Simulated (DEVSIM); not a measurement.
System: Ru/SiON/p-Si capacitor, at 300 K.

| layer (left to right) | material | thickness (nm) | Na (cm⁻³) |
|---|---|---|---|
| 1 | SiON | 22.0 | - |
| 2 | Si | 2000 | 8.6e16 |

Metal gate on the left, work function 4.7 eV. Fixed charge at the semiconductor interface 1.3e11 cm⁻² (in units of +e); no interface traps.

This is a model device: material constants are rounded textbook-type values typed into the input, and sizes, dopings and lifetimes were drawn at random. Values at 300 K.

| parameter | SiON | Si |
|---|---|---|
| gap (eV) | 7 | 1.124 |
| affinity (eV) | 1.4 | 4.05 |
| permittivity | 5.5 | 11.7 |
| Nc (cm⁻³) | - | 2.86e19 |
| Nv (cm⁻³) | - | 3.1e19 |

Model (solved in DEVSIM): 1D Poisson equation in equilibrium, Boltzmann statistics, complete ionisation; no quantum confinement or tunnelling. Metal contacts follow the ideal Schottky-Mott rule: no Fermi-level pinning, no interface dipoles.

The substrate doping was swept, all else fixed.

```tsv
substrate doping (cm^-3)	flat-band voltage (V)	minimum of the low-frequency capacitance (μF/cm²)
4.3e15	-0.34	0.0243
8.6e15	-0.36	0.0311
1.7e16	-0.37	0.0426
4.3e16	-0.40	0.0584
8.6e16	-0.42	0.0725
1.7e17	-0.43	0.0867
```

From the first row to the last the flat-band voltage goes from -0.34 to -0.43. From the first row to the last the minimum of the low-frequency capacitance goes from 0.0243 to 0.0867.
